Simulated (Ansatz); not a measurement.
For WGe2 (I4/mmm, No. 139, 3 atoms in the cell; start mp-542595), LDA in Ansatz (PAW) gives:

```
Quantity               Value
-------------------  -------
lattice constant a   3.283 Å
lattice parameter c  8.134 Å
```

Q: What does PBEsol in Ansatz (PAW) give for the same quantities?

A: 
- lattice constant a: 3.305 Å (increases by 0.7 %)
- lattice parameter c: 8.191 Å (increases by 0.7 %)

Changes are worked out from the printed values.

Unless a cell is named, each level is at its own relaxed cell (LDA 14.61, PBEsol 14.91 Å³/atom).

Levels without +SOC leave out spin–orbit coupling, which shifts energies and cells of such heavy elements.

Caveats: the relaxation could not lower the start's symmetry, so the cell can be a saddle point above a distorted one (LDA, PBEsol). Ansatz's density-functional and Hartree–Fock values are scalar-relativistic unless marked +SOC, with PAW data made under PBE.

A start named mp-… is a Materials Project structure, which need not be a measured phase.

Ansatz is an electronic-structure program.
